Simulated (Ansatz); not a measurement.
A (8,8) carbon nanotube, stretched and compressed along its axis from its relaxed period of 2.467 Å, atoms relaxed at each length.

All values below come from PBE (plane waves to 420 eV, PAW; Ansatz, a quantum-chemistry and plane-wave program). Mesh 1×1×30. No spin polarisation. Periodic along z alone, with about 11 Å of vacuum beside it. An idealised model, rolled from the flat sheet. Symmetry and one short period hold its shape; lower forms weren't sought. Buckling under compression is shut out by symmetry and the short period. Energies are free energies at a Fermi–Dirac width of 0.05 eV, from the unstrained cell.

```json
[
 {"strain (%)": "-3.0", "energy (meV a period)": "+836", "axial force (nN)": "-37.15"},
 {"strain (%)": "-1.5", "energy (meV a period)": "___", "axial force (nN)": "___"},
 {"strain (%)": "0.0", "energy (meV a period)": "0", "axial force (nN)": "+0.02"},
 {"strain (%)": "+1.5", "energy (meV a period)": "+195", "axial force (nN)": "+16.74"},
 {"strain (%)": "+3.0", "energy (meV a period)": "___", "axial force (nN)": "___"},
 {"strain (%)": "+6.0", "energy (meV a period)": "+2883", "axial force (nN)": "+58.57"}
]
```

Q: What belongs in the gaps?

A: 
- -1.5, energy (meV a period): +204
- -1.5, axial force (nN): -17.86
- +3.0, energy (meV a period): +763
- +3.0, axial force (nN): +32.20
